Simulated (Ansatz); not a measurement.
# Pressure series in hypothetical diamond Na

The parent structure is Na in the diamond structure (space group Fd-3m, No. 227; a hypothetical phase, not in the database extracts checked).

```
CELL_PARAMETERS angstrom
      0.00000     3.79204     3.79204
      3.79204     0.00000     3.79204
      3.79204     3.79204     0.00000
ATOMIC_POSITIONS crystal
  Na 0.25000 0.25000 0.25000
  Na 0.00000 0.00000 0.00000
```

Cell and atoms are relaxed at each pressure.

Method: PBE (Ansatz, a program for electronic structure; PAW; 420 eV plane waves; no SOC).

Two rows of this table had their results exchanged by mistake.

| pressure | volume per atom (Å³) | shortest distance (Å) | band gap |
|---|---|---|---|
| pressure 0.3 GPa | 49.85 | 3.187 | zero |
| pressure 0.7 GPa | 45.56 | 3.093 | zero |
| pressure 1.5 GPa | 39.98 | 2.961 | zero |
| pressure 3 GPa | 24.02 | 2.499 | zero |
| pressure 5 GPa | 29.81 | 2.685 | zero |
| pressure 7.5 GPa | 26.39 | 2.578 | zero |
| pressure 10 GPa | 34.27 | 2.813 | zero |

Task: Which two?

Result: The rows for pressure 3 GPa and pressure 10 GPa: the volume has to fall steadily with pressure, so 34.27 Å³ belongs to pressure 3 GPa and 24.02 Å³ to pressure 10 GPa.

Load acts through the strain it causes; cell and atoms are relaxed under it. Whether these cells are dynamically stable was not tested. No other phases were tried under pressure.
